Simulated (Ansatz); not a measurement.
Input:

```
CELL_PARAMETERS angstrom
      5.41286     0.00000     0.00000
      0.00000     5.41286     0.00000
      0.00000     0.00000     5.41286
ATOMIC_POSITIONS crystal
  Ba 0.50000 0.00000 0.50000
  Ba 0.00000 0.50000 0.50000
  Ba 0.50000 0.50000 0.00000
  Pb 0.00000 0.00000 0.00000
  O  0.50000 0.50000 0.50000
```

Computed with r2SCAN, rigid bands (plane waves, PAW, scalar-relativistic; Ansatz, a first-principles code). Condition of this run: functional r2SCAN on the same cell. Geometry: cell and atoms relaxed with PBEsol.

### Question
Is this a good metal at this level?

### Answer
No. No gap is resolved, and few carriers conduct, as in a semimetal or a zero-gap semiconductor. N(E_F) = 0.099 states/eV a cell at 300 K and the Drude plasma energy along the best axis is 0.48 eV, several times under that of a simple or noble metal.

Spin-orbit coupling is left out; it can open or close a small gap.

Formula and space group known from diffraction (Crystallography Open Database), not checked to be the room-temperature form: Ba3PbO (Pm-3m).
